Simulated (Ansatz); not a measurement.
An Ansatz (an electronic-structure program) input (Ansatz, r2SCAN, PAW, cutoff 500 eV, spin-orbit coupling left out):

Ansatz 0.2 input:
```yaml
crystal:
  lattice:
    - [2.5429395311, 1.4681668228, 2.8727464834]
    - [-2.5429395311, 1.4681668228, 2.8727464834]
    - [0, -2.9363336456, 2.8727464834]
  atoms:
    - { symbol: W, position: [0.329107869, 0.670892131, 0] }
    - { symbol: W, position: [0, 0.329107869, 0.670892131] }
    - { symbol: W, position: [0.670892131, 0, 0.329107869] }
    - { symbol: C, position: [0.8300352605, 0.8300352605, 0.8300352605] }
    - { symbol: B, position: [0.5, 0.5, 0.5] }
    - { symbol: C, position: [0.1699647395, 0.1699647395, 0.1699647395] }
basis: { ecutwfc: 500, ecutrho_ratio: 4, xc_grid: 4, fft_grid_basis: typed }
kpoints: { mp_grid: { grid: [12, 12, 12] } }
hamiltonian:
  xc: r2scan
  dispersion: none
  pseudopotentials: { kind: paw }
scf: { occupations: { method: fermi_dirac, width: 0.05 }, convergence: { dr2_threshold: 0.0000000006 } }
output: { forces: true, stress: true }
checkpoint: { write: state.ck, write_every: 1000 }
```

Which symmetry and how many k-points will the program report, and about how many plane waves at Γ?

Space group R32 (ITA 155) with 6 operations, k-points 189 of 1728, and 1625 plane waves at Γ.

These are small ordered cells, not random alloys; other orderings at the same x differ. Whether these cells are dynamically stable was not tested. All final runs are without spin polarisation. An odd electron count without spin: W3BC2. The cell was made from WC by this change: x(B) = 0.333, 6 atoms, R32.
